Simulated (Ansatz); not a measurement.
# Response to strain in Ta

Consider Ta in the bcc (W type) structure (space group Im-3m, No. 229; a = 3.306 Å; relaxed with 0.1 eV smearing). Axes: x, y, z lie along the cube axes.

Strains are applied to the cell and any free atomic positions relax; under biaxial strain the out-of-plane vector relaxes too.

Computed with Kohn–Sham DFT with the r2SCAN functional, run in Ansatz (a first-principles code) with PAW and 500 eV plane waves, no spin-orbit coupling.

```csv
"biaxial strain, plane normal [001], relaxed out of plane (%)",out-of-plane strain (%)
-3,3.90
-2.5,3.20
-2,2.52
-1.5,?
-1,1.24
-0.5,0.61
0,0.00
```

Q: Fit ε⊥ = −νε + γε² (strains in %) to the rows shown and predict the withheld row.

A: Least squares on the printed values gives ν = 1.20 (the biaxial Poisson response) and γ = 0.034 (largest residual 0.01 %); this predicts 1.87 %, and the run gives 1.87 %, in agreement.

Stability against distortions was not tested. The final runs are not spin-polarised.
